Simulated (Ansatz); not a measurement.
# Ce in the fcc (Cu type) structure (space group Fm-3m, No. 225)

```cif
data_Ce
_chemical_formula_sum 'Ce1'
_space_group_name_H-M_alt 'P 1'
_space_group_IT_number 1
_cell_length_a 3.29798
_cell_length_b 3.29798
_cell_length_c 3.29798
_cell_angle_alpha 60.000
_cell_angle_beta 60.000
_cell_angle_gamma 60.000
loop_
_space_group_symop_operation_xyz
  'x, y, z'
loop_
_atom_site_label
_atom_site_type_symbol
_atom_site_fract_x
_atom_site_fract_y
_atom_site_fract_z
_atom_site_occupancy
Ce1 Ce 0.00000 0.00000 0.00000 1
```

Method: r2SCAN (Ansatz, a quantum-chemistry and plane-wave program), no SOC. Γ-centred 17×17×17 mesh, Fermi–Dirac width 0.05 eV.

| Quantity | Result |
|---|---|
| Volume per atom | 25.36 Å³ |
| Density | 9.17 g/cm³ |
| Band gap | zero |
| Total energy | -6589.698 eV/atom (σ→0; compares only within this code and set-up) |

The 4f electrons are in the valence with no U and their state was not checked, so volumes and moments can be off. No phonon test of stability was made. Starting moments died away, wholly or in part, for the base; another magnetic solution may exist. All final runs are without spin polarisation.
